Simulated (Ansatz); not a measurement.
Ansatz (a program for electronic structure) run on BaTiO₃ (P4mm, 5 atoms in the cell): self-consistent single point.

Method: PBE (plane waves, PAW; Ansatz).

The change in words: lattice scaled by 0.98; basis.ecutwfc: 30.9 Ry → 16.9 Ry. Reference geometry:
```
CELL_PARAMETERS angstrom
      4.01200     0.00000     0.00000
      0.00000     4.01200     0.00000
      0.00000     0.00000     4.01200
ATOMIC_POSITIONS crystal
  Ba 0.00000 0.00000 0.01246
  Ti 0.50000 0.50000 0.50000
  O  0.50000 0.00000 0.50000
  O  0.00000 0.50000 0.50000
  O  0.50000 0.50000 0.00000
```

Reference input (self-consistent single point, DFT, PBE, plane waves, default PAW files): basis.ecutwfc = 30.9 Ry; kpoints.mp_grid.grid = 6 6 6; hamiltonian.xc = pbe; hamiltonian.pseudopotentials = {kind: paw} (the program's default PAW files); scf.occupations.method = fermi_dirac; scf.occupations.width = 0.0007 Ry. This run's input differs from it in these lines:

Ansatz 0.2 input:
```diff
@@ -3,5 +3,5 @@
   lattice:
-    - [4.01200000, 0.00000000, 0.00000000]
-    - [0.00000000, 4.01200000, 0.00000000]
-    - [0.00000000, 0.00000000, 4.01200000]
+    - [3.93176000, 0.00000000, 0.00000000]
+    - [0.00000000, 3.93176000, 0.00000000]
+    - [0.00000000, 0.00000000, 3.93176000]
   atoms:
@@ -13,3 +13,3 @@
 basis:
-  ecutwfc: 30.9 Ry
+  ecutwfc: 16.9 Ry
 kpoints:
```

The program printed (abridged):

```
SCF iter   1: F=—  HF=-10149.003283 eV  |F-HF|=—  |Δ(HF+E_count)|=         —  Δρ=7.89e-2  dr2=1.39e0  ethr=1.77e-3  ⟨swp⟩=6.1  Hψ=4902  notcnv=0
all-band conjugate gradients solve this SCF's bands
preconditioner: auto → Resta (q_TF=auto, 2.545 Å⁻¹)
SCF iter   2: F=—  HF=-10148.555119 eV  |F-HF|=—  |Δ(HF+E_count)|=   4.48e-1  Δρ=2.79e-2  dr2=1.01e-1  ethr=1.77e-3  ⟨swp⟩=2.0  Hψ=2078  notcnv=0  defer=40
   [... lines left out ...]
SCF iter   4: F=—  HF=-10148.565292 eV  |F-HF|=—  |Δ(HF+E_count)|=   2.92e-3  Δρ=4.55e-4  dr2=5.30e-5  ethr=3.23e-5  ⟨swp⟩=2.1  Hψ=1459  notcnv=0  defer=40
SCF iter   5: F=—  HF=-10148.554937 eV  |F-HF|=—  |Δ(HF+E_count)|=   1.04e-2  Δρ=9.30e-5  dr2=2.16e-6  ethr=1.32e-7  ⟨swp⟩=2.0  Hψ=1907  notcnv=0  defer=40
SCF iter   6: F=—  HF=-10148.554937 eV  |F-HF|=—  |Δ(HF+E_count)|=   1.77e-7  Δρ=1.45e-5  dr2=1.18e-7  ethr=2.50e-10  ⟨swp⟩=8.8  Hψ=4178  notcnv=0
SCF iter   7: F=-10148.554938 eV  HF=-10148.554938 eV  |F-HF|=2.91e-11  |Δ(HF+E_count)|=   7.95e-9  Δρ=2.23e-6  dr2=2.26e-9  ethr=2.50e-10  ⟨swp⟩=4.6  Hψ=3483  notcnv=0
SCF 1 converged in 7 iterations: F = -10148.554938 eV  dr2 = 2.26e-9
Free energy (F): -10148.554938 eV
Internal energy: -10148.554938 eV  (E = F + TS)
E sigma→0 (E₀):  -10148.554938 eV
Fermi energy:    12.128112 eV
--- Forces (eV/Å), atoms counted from 1 ---
  atom   1  Ba    -0.00000000     0.00000000    -0.36008395
  atom   2  Ti    -0.00000000     0.00000000     0.22721407
  atom   3  O      0.00000000     0.00000000     0.03754572
  atom   4  O      0.00000000     0.00000000     0.03754572
  atom   5  O     -0.00000000     0.00000000     0.05777822
--- Stress (GPa, compression-positive) ---
        9.725352       0.000000      -0.000000
        0.000000       9.725352       0.000000
       -0.000000       0.000000       9.606327
  P = ⅓ Tr σ = 9.6857 GPa (96.857 kbar)
  The stress holds the Pulay correction. Without it, at fixed plane waves, as pw.x and ABINIT print it: P = -107.4043 GPa
```

The run converged in 7 iterations. Against the reference run the free energy rises by 2.20 eV/atom, the pressure goes from 0.97 to 9.69 GPa, the largest force goes from 0.289 to 0.360 eV/Å and the gap on the mesh goes from 1.793 to 1.838 eV.

The starting cell has typed, rounded lattice constants, without a prior relaxation at this level. Its lattice was rescaled by up to half a per cent. One atom was moved a little off its site on purpose. For this run, on top of that: lattice scaled by 0.98. Ansatz's pressure includes its estimate of the finite-basis (Pulay) stress. Without the estimate this run gives -107.40 GPa. The cutoff lies below the one recommended for these files.
